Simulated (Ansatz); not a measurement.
The starting structures come from a database of crystals and need not be the phases stable at ambient conditions.

Inside the gap of an insulator the Bloch states are evanescent, with a wavenumber k + iκ along the transport direction.

Consider the following.

```
CELL_PARAMETERS angstrom
      8.68584     0.00000     0.00000
      4.34292     8.92978     0.00000
      4.34292    -0.70405     2.40651
ATOMIC_POSITIONS crystal
  K  0.00194 0.99806 0.99806
  K  0.50194 0.49806 0.49806
  Li 0.86399 0.80268 0.80268
  Li 0.03065 0.30268 0.30268
  Be 0.63764 0.69569 0.69569
  Be 0.47098 0.19569 0.19569
  F  0.58282 0.75168 0.45610
  F  0.12174 0.25168 0.54376
  F  0.28724 0.75168 0.33934
  F  0.41382 0.25168 0.54726
  F  0.87490 0.75168 0.45960
  F  0.70940 0.25168 0.66402
  F  0.81879 0.51454 0.51454
  F  0.65213 0.01454 0.01454
```

Space group of this cell: P6_3. The cell is taken as given.

Transport runs along the normal of the first two printed cell vectors, the (111) plane of the conventional cell.

The gap is the functional's own. No spin-orbit coupling. Mid-gap values are interpolated on the energy grid.

**Question.** State the band gap and the smallest decay constant κ at mid-gap according to r2SCAN (Ansatz, a program for electronic structure).

**Answer.** Gap 7.82 eV on a 12×12×12 mesh; κ = 0.634 1/Å, at the zone centre.
